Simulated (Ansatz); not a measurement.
Take GaN in the zinc blende structure (space group F-43m, No. 216) as the base.

```
GaN
1.0
    0.00000     2.24908     2.24908
    2.24908     0.00000     2.24908
    2.24908     2.24908     0.00000
N Ga
1 1
Cartesian
  3.37363   3.37363   3.37363
  0.00000   0.00000   0.00000
```

Cartesian axes are those of the cell as printed.

Calculations: r2SCAN, PAW, 500 eV (Ansatz, a program for electronic structure; spin-orbit coupling left out), earlier PAW set.

Strains are applied to the cell and any free atomic positions relax; under stress the whole cell relaxes.

One change was made to it. Results:

```json
[
 {"quantity": "valence-band top at Γ (three highest levels, from the VBM)", "base": "0.00, 0.00, 0.00 eV", "after": "0.00, -0.05, -0.05 eV"},
 {"quantity": "band gap", "base": "2.17 eV", "after": "2.21 eV"},
 {"quantity": "energy relative to the base (free energy F)", "base": "0 meV/atom", "after": "+1.1 meV/atom"},
 {"quantity": "gap character", "base": "direct at Γ", "after": "direct at Γ"}
]
```

Question: Name the change that was made.
A) uniaxial strain ε_yy = −4.17 %
B) uniaxial stress, 1 GPa tension along z
C) uniaxial strain ε_zz = −1.02 %

Answer: C, uniaxial strain ε_zz = −1.02 %. For comparison, the band gap in the other runs: uniaxial stress, 1 GPa tension along z gives 2.15 eV; uniaxial strain ε_yy = −4.17 % gives 2.33 eV.

Beyond what the load breaks, stability against distortions was not tested. This is not the structure that GaN has at room temperature and ambient pressure. k-point labels follow each cell's own Brillouin zone.
